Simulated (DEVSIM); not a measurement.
Device: Pt/Al2O3/n-InP capacitor, at 300 K.

```csv
layer (left to right),material,thickness (nm),Nd (cm⁻³)
1,Al2O3,14.0,-
2,InP,5100,1.5e16
```

Metal gate on the left, work function 5.6 eV. Fixed charge at the semiconductor interface -8.5e11 cm⁻² (in units of +e); no interface traps.

This is a model device: material constants are rounded textbook-type values typed into the input, and sizes, dopings and lifetimes were drawn at random. Values at 300 K; Nc and Nv go as T^1.5, mobilities as T to minus their exponent, the gap by Varshni's rule with the affinity fixed.

```
parameter         Al2O3       InP
----------------  -----  --------
gap (eV)            6.8     1.344
affinity (eV)      1.35      4.38
permittivity          9      12.5
Nc (cm⁻³)             -    5.7e17
Nv (cm⁻³)             -    1.1e19
Varshni α (eV/K)      -  0.000363
Varshni β (K)         -       162
```

Simulated with DEVSIM: 1D Poisson equation in equilibrium, Boltzmann statistics, complete ionisation; no quantum confinement or tunnelling. Metal contacts follow the ideal Schottky-Mott rule: no Fermi-level pinning, no interface dipoles.

The temperature was swept, all else fixed.

```
temperature (K)  minimum of the low-frequency capacitance (μF/cm²)  threshold voltage (band bending 2φF) (V)  flat-band voltage (V)
---------------  -------------------------------------------------  ----------------------------------------  ---------------------
250                                                         0.0341                                      0.10                   1.39
300                                                         0.0359                                      0.15                   1.36
350                                                            [?]                                       [?]                   1.34
400                                                         0.0397                                      0.27                   1.32
450                                                         0.0425                                      0.33                   1.29
500                                                         0.0461                                      0.39                   1.27
```

**Question.** Complete the blanks.

**Answer.** 
- 350, minimum of the low-frequency capacitance (μF/cm²): 0.0382
- 350, threshold voltage (band bending 2φF) (V): 0.21
